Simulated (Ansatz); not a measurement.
Take BaZrO3 in the cubic perovskite structure (space group Pm-3m, No. 221; a = 4.227 Å) as the base.

Levels (all Ansatz, a first-principles code, PAW, earlier PAW set): PBE (420 eV, without spin-orbit coupling); PBEsol (420 eV, without spin-orbit coupling).

Levels that relaxed their own cell: PBE and PBEsol.

| level | band gap | lattice parameter a |
|---|---|---|
| PBE | 3.19 eV | 4.227 Å |
| PBEsol | – | 4.181 Å |

Measured: band gap 5.3 eV (temperature not stated; as listed in Anders Lindman, Paul Erhart, Göran Wahnström, Physical Review B (2015)); lattice parameter a 4.191 Å (temperature not stated; as listed in Evaestov, Robert A, arXiv (2010)).

Computed minus measured — band gap: PBE -2.11 eV; lattice parameter a: PBE +0.9 %, PBEsol -0.2 % (closest: PBEsol). Measured values not marked as corrected hold thermal and zero-point effects that the static-lattice runs lack. A measured gap can be an optical one, lowered by exciton binding. Levels without spin-orbit coupling miss its effect on the gap.

Whether these cells are dynamically stable was not tested.
